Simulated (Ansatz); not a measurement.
**What biaxial strain +3.29 %, plane normal [111], relaxed out of plane does to HgSe**

Start from HgSe in the zinc blende structure (space group F-43m, No. 216; a = 6.133 Å). Axes: x, y, z lie along the cube axes.

One thing is altered: biaxial strain +3.29 %, plane normal [111], relaxed out of plane (Cartesian); in-plane vectors clamped, the third vector and the atoms free.

Level of theory: PBEsol (Ansatz, a first-principles code), no spin-orbit coupling. Γ-centred 9×9×9 mesh, Fermi–Dirac width 0.05 eV.

The volume per atom rises by 1.07 Å³ to 29.91 Å³ and the space group becomes R3m (No. 160) (base: F-43m (No. 216)). The shortest interatomic distance goes up by 0.029 bohr, from 5.019 bohr to 5.048 bohr and the energy grows by 16 meV/atom. The pressure (mean of the normal stresses, compression positive) goes from zero to -1.8 GPa and the band gap becomes 0.06 eV (base: zero) (uncertain: the edges found look like a band crossing or inverted bands; the changed cell). The out-of-plane strain amounts to -2.78 % (rough) and the mean in-plane stress (compression positive) comes out as -2.7 GPa (rough).

Final structure (turned so that z lies along the plane normal):

```xyz
2
Lattice="4.4796 0.0000 0.0000 2.2398 3.8794 0.0000 2.2398 -1.2931 3.4426" Properties=species:S:1:pos:R:3 pbc="T T T"
Se     4.4796     0.0000     2.6265
Hg     0.0000     0.0000    -0.0446
```

Cost of the whole job for the changed cell (relaxation, final SCF and bands): roughly 70 core-seconds.

Without a gap, meshes like the base's 9×9×9 leave anisotropic stresses uncertain by several tenths of a GPa, and small strain energies with them. With Hg present, leaving out spin-orbit coupling can change the band edges. Stability against distortions was not tested. All final runs are without spin polarisation. A zero or small gap of HgSe can be the functional's error rather than a property of the material.
